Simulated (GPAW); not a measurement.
A working GPAW input for Ba₂MgNi₂O₆ (P-6m2, 11 atoms in the cell) (DFT LDA (Perdew-Wang 92)+U, plane waves, GPAW PAW datasets LDA (gpaw-data 1.0.1)):

```python
from ase import Atoms
from ase.units import GPa
from gpaw import GPAW, PW, FermiDirac

atoms = Atoms(['Ba', 'Ba', 'Mg', 'Ni', 'Ni', 'O', 'O', 'O', 'O', 'O', 'O'],
              cell=[[5.769690, 0.000000, 0.000000],
                    [-2.884845, 4.996698, 0.000000],
                    [0.000000, 0.000000, 5.579480]],
              scaled_positions=[[0.666667, 0.333333, 0.000000],
                                [0.333333, 0.666667, 0.500000],
                                [0.666667, 0.333333, 0.500000],
                                [0.000000, 0.000000, 0.245490],
                                [0.000000, 0.000000, 0.754510],
                                [0.848782, 0.697563, 0.500000],
                                [0.848782, 0.151218, 0.500000],
                                [0.302437, 0.151218, 0.500000],
                                [0.151607, 0.848393, 0.000000],
                                [0.696787, 0.848393, 0.000000],
                                [0.151607, 0.303213, 0.000000]],
              pbc=True)

atoms.set_initial_magnetic_moments([0.0, 0.0, 0.0, 2.0, 2.0, 0.0, 0.0, 0.0, 0.0, 0.0, 0.0])

calc = GPAW(spinpol=True,
            mode=PW(950),
            xc='LDA',
            setups={'Ni': ':d,6.2'},
            kpts={'size': (4, 4, 3), 'gamma': True},
            occupations=FermiDirac(0.1),
            nbands=-17,
            symmetry={'symmorphic': False, 'tolerance': 0.0005},
            maxiter=150,
            txt='-')

atoms.calc = calc

energy = atoms.get_potential_energy()
print('Energy (eV):', round(energy, 6))
forces = atoms.get_forces()
print('Forces (eV/Ang):')
print(forces.round(5))
stress = atoms.get_stress()
print('Stress (GPa, Voigt):', (stress / GPa).round(4))
```

The run converged in 32 iterations: free energy E − TS (from the program's reference atoms) -70.8900 eV; Fermi level (on the code's own zero) 5.46 eV; largest force (vector length) 0.564 eV/Å; size of the cell's spin moment 2.00 μB; site moments (μB, in the program's spheres or projections) Ba 0.01, Ba 0.00, Mg 0.01, Ni 1.54, Ni 1.54, O 0.01, O 0.01, O 0.01, O -0.24, O -0.24, O -0.24. Each of these slips is then made, one at a time:

(1)
```diff
-            xc='LDA',
+            xc='PBE-sol',
```

(2)
```diff
-            occupations=FermiDirac(0.1),
+            occupations=FermiDirac(300),
-            maxiter=150,
+            maxiter=40,
```

Q: Predict the outcome of each change.

A: 
(1) A keyword that the program does not know. The program stopped before any SCF iteration, with the message: NameError: Unknown functional: PBE-sol..

(2) An energy in the wrong unit. The run ended unconverged after 40 iterations, with the message: gpaw.KohnShamConvergenceError: Did not converge! See text output for help..

The starting cell comes from a database of computed structures (which also holds hypothetical and non-ambient phases and stackings), without a prior relaxation at this level. The magnetic order is the one reached from the typed start; others were not searched systematically. With U or open f shells several self-consistent states can exist. Without a gap this mesh is coarse (it stands for a supercell whose shortest vector is 17 Å).

Left out of this page: 3 runs of the series outside the window shown, repeating another row's setting, or not comparable; 1 run of the series stopped by limits of time or memory.
